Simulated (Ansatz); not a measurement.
## Habitual settings against a tight run: CdGeAs2 (I-42d, 8 atoms in the cell)

Self-consistent single point.

```
CELL_PARAMETERS angstrom
     -3.00203     3.00203     5.68922
      3.00203    -3.00203     5.68922
      3.00203     3.00203    -5.68922
ATOMIC_POSITIONS crystal
  Cd 0.25000 0.75000 0.50000
  Cd 0.50000 0.50000 0.00000
  Ge 0.00000 0.00000 0.00000
  Ge 0.75000 0.25000 0.50000
  As 0.87500 0.34622 0.97122
  As 0.65378 0.62500 0.52878
  As 0.37500 0.90378 0.02878
  As 0.09622 0.12500 0.47122
```

Method of the run: PBEsol, default PAW files made with PBE (plane waves; Ansatz, a first-principles code).

Base settings: basis.ecutwfc = 420 eV; kpoints.mp_grid.grid = 5 5 5; hamiltonian.xc = pbesol; hamiltonian.pseudopotentials = {kind: paw} (the program's default PAW files); scf.occupations.method = methfessel_paxton; scf.occupations.width = 0.1 eV.

Tight run (finer mesh or higher cutoff; not a proven limit): basis.ecutwfc: 420 eV → 590 eV; kpoints.mp_grid.grid: 5 5 5 → 7 7 7; scf.convergence.dr2_threshold: default (1e-07 eV) → 1e-09 eV. It gave pressure -1.47 GPa; largest force (vector length) 0.163 eV/Å.

Quick runs, as changes from the base:
- A: the base itself
- B: basis.ecutwfc: 420 eV → 335 eV; kpoints.mp_grid.grid: 5 5 5 → 2 2 2; scf.convergence.dr2_threshold: default (1e-07 eV) → 0.001 eV
- C: basis.ecutwfc: 420 eV → 295 eV; kpoints.mp_grid.grid: 5 5 5 → 4 4 4
- D: kpoints.mp_grid.grid: 5 5 5 → 4 4 4; kpoints.mp_grid.shift: default → 0.5 0.5 0.5
- E: basis.ecutwfc: 420 eV → 250 eV; kpoints.mp_grid.grid: 5 5 5 → 3 3 3; scf.occupations.width: 0.1 eV → 0.272 eV
- F: basis.ecutwfc: 420 eV → 335 eV; kpoints.mp_grid.grid: 5 5 5 → 6 6 6; hamiltonian.xc: pbesol → lda [LDA (PW92)]

Energies are extrapolated to zero smearing width, which holds to low order in the width alone.

Dashes: energy of F, another energy zero.

† marks runs with another functional, U, potentials or spin treatment: their distance from the tight run is not a convergence error alone.

The count of work is k-points × plane waves × bands × iterations; it is no time. 

Pressures in the table are Ansatz's without its Pulay estimate, at a fixed set of plane waves; the tight run's value above holds the estimate.

The starting cell comes from a database of computed structures (which also holds hypothetical and non-ambient phases and stackings), without a prior relaxation at this level. Its lattice was rescaled by a random factor within 2.5 % of one. A gap is left out here, as mesh or smearing make it unsure.

| run | energy less tight (meV/atom) | pressure less tight (GPa) | largest miss in a force vector (eV/Å) | count of work / tight |
|---|---|---|---|---|
| A | 1.6 | -0.01 | 0.000 | 0.21 |
| B | 64.8 | -0.37 | 0.059 | 0.019 |
| C | 128.2 | -7.82 | 0.046 | 0.10 |
| D | 0.0 | -0.01 | 0.004 | 0.13 |
| E | 1062.3 | -47.54 | 0.046 | 0.037 |
| F† | – | -2.88 | 0.044 | 0.25 |

Among the runs at the tight run's level, the energy misses run from 0.0 to 1062.3 meV/atom.

Left out of this page: 1 run of the series with a known weakness of the program.

Keys are those of Ansatz 0.2.
